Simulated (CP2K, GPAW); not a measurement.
A CP2K input for a self-consistent single point of MgSe (F-43m, 2 atoms in the cell) (DFT LDA (Pade form), GPW, TZVP-MOLOPT-SR-GTH basis, GTH-PADE potentials (GTH_POTENTIALS)):

```
&GLOBAL
  PROJECT calc
  RUN_TYPE ENERGY_FORCE
  PRINT_LEVEL MEDIUM
&END GLOBAL
&FORCE_EVAL
  METHOD Quickstep
  STRESS_TENSOR ANALYTICAL
  &DFT
    BASIS_SET_FILE_NAME BASIS_MOLOPT_UCL
    POTENTIAL_FILE_NAME GTH_POTENTIALS
    &QS
      METHOD GPW
      EPS_DEFAULT 1E-11
    &END QS
    &MGRID
      CUTOFF 400
      REL_CUTOFF 60
      NGRIDS 5
    &END MGRID
    &SCF
      SCF_GUESS ATOMIC
      EPS_SCF 1E-6
      MAX_SCF 100
      ADDED_MOS 4
      &DIAGONALIZATION
        ALGORITHM STANDARD
      &END DIAGONALIZATION
      &MIXING
        METHOD BROYDEN_MIXING
        ALPHA 0.4
        NBUFFER 12
        BETA 1.5
      &END MIXING
    &END SCF
    &KPOINTS
      SCHEME MONKHORST-PACK 7 7 7
    &END KPOINTS
    &XC
      &XC_FUNCTIONAL PADE
      &END XC_FUNCTIONAL
    &END XC
    &PRINT
      &MO
        EIGENVALUES T
        OCCUPATION_NUMBERS T
        NDIGITS 8
        FILENAME mo
        &EACH
          QS_SCF 0
        &END EACH
        ADD_LAST NUMERIC
      &END MO
      &MULLIKEN ON
      &END MULLIKEN
    &END PRINT
  &END DFT
  &SUBSYS
    &CELL
      A 4.19870100 0.00000000 0.00000000
      B 2.09935100 3.63618200 0.00000000
      C 2.09935100 1.21206100 3.42822500
      PERIODIC XYZ
    &END CELL
    &COORD
      SCALED
      Mg       0.00000000     0.00000000     0.00000000
      Se       0.25000000     0.25000000     0.25000000
    &END COORD
    &KIND Mg
      BASIS_SET TZVP-MOLOPT-SR-GTH-q2
      POTENTIAL GTH-PADE-q2
    &END KIND
    &KIND Se
      BASIS_SET TZVP-MOLOPT-SR-GTH-q6
      POTENTIAL GTH-PADE-q6
    &END KIND
  &END SUBSYS
  &PRINT
    &FORCES ON
    &END FORCES
    &STRESS_TENSOR ON
    &END STRESS_TENSOR
  &END PRINT
&END FORCE_EVAL
```

Problem. Write the same calculation as an input for GPAW.

Solution. This is the input that was run; spellings and numerical settings could be chosen otherwise.

```python
from ase import Atoms
from ase.units import GPa
from gpaw import GPAW, PW, FermiDirac

atoms = Atoms(['Mg', 'Se'],
              cell=[[0.000000, 2.968930, 2.968930],
                    [2.968930, 0.000000, 2.968930],
                    [2.968930, 2.968930, 0.000000]],
              scaled_positions=[[0.000000, 0.000000, 0.000000],
                                [0.250000, 0.250000, 0.250000]],
              pbc=True)

calc = GPAW(mode=PW(850),
            xc='LDA',
            kpts=(7, 7, 7),
            occupations=FermiDirac(0.0),
            nbands=-8,
            convergence={'density': 1e-05, 'energy': 1e-05, 'bands': -6},
            symmetry={'symmorphic': False, 'tolerance': 0.0005},
            maxiter=120,
            txt='-')

atoms.calc = calc

energy = atoms.get_potential_energy()
print('Energy (eV):', round(energy, 6))
forces = atoms.get_forces()
print('Forces (eV/Ang):')
print(forces.round(5))
stress = atoms.get_stress()
print('Stress (GPa, Voigt):', (stress / GPa).round(4))
```

Basis, cutoffs, solver keys and any potentials are the target program's own. This input uses DFT LDA (Perdew-Wang 92), plane waves, GPAW PAW datasets LDA (gpaw-data 1.0.1). LDA parametrisations can differ slightly between programs. Both were run: pressure -0.77 GPa in CP2K and -1.57 in GPAW; gap on the mesh 2.322 eV in CP2K and 2.410 in GPAW.

On CP2K: the starting cell comes from a database of computed structures (which also holds hypothetical and non-ambient phases and stackings), without a prior relaxation at this level. Values carry the incompleteness of an atom-centred basis.

On GPAW: the starting cell comes from a database of computed structures (which also holds hypothetical and non-ambient phases and stackings), without a prior relaxation at this level.
